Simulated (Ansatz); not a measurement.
Response to strain in AlRu

Consider AlRu in the CsCl type structure (space group Pm-3m, No. 221; a = 2.983 Å; relaxed with 0.1 eV smearing). Axes: x, y, z lie along the cube axes.

Strains are applied to the cell and any free atomic positions relax; under biaxial strain the out-of-plane vector relaxes too.

The values are results of r2SCAN in Ansatz (plane waves to 500 eV, PAW, no spin-orbit coupling), not measurements.

Notes on the quantities. in-plane stress: mean in-plane stress (compression positive).

```json
[
 {"case": "biaxial strain +0.42 %, plane normal [111], relaxed out of plane", "out-of-plane strain": "-0.26 %", "in-plane stress": "-1.9 GPa"},
 {"case": "biaxial strain +0.83 %, plane normal [111], relaxed out of plane", "out-of-plane strain": "-0.51 %", "in-plane stress": "-3.6 GPa"},
 {"case": "biaxial strain +1.25 %, plane normal [111], relaxed out of plane", "out-of-plane strain": "-0.75 %", "in-plane stress": "-5.4 GPa"},
 {"case": "biaxial strain +1.67 %, plane normal [111], relaxed out of plane", "out-of-plane strain": "-0.98 %", "in-plane stress": "-7.1 GPa"},
 {"case": "biaxial strain +2.08 %, plane normal [111], relaxed out of plane", "out-of-plane strain": "-1.20 %", "in-plane stress": "-8.7 GPa"},
 {"case": "biaxial strain +2.50 %, plane normal [111], relaxed out of plane", "out-of-plane strain": "-1.42 %", "in-plane stress": "-10.3 GPa"}
]
```

Whether these cells are dynamically stable was not tested. The final runs are not spin-polarised.

Ansatz is an electronic-structure program.
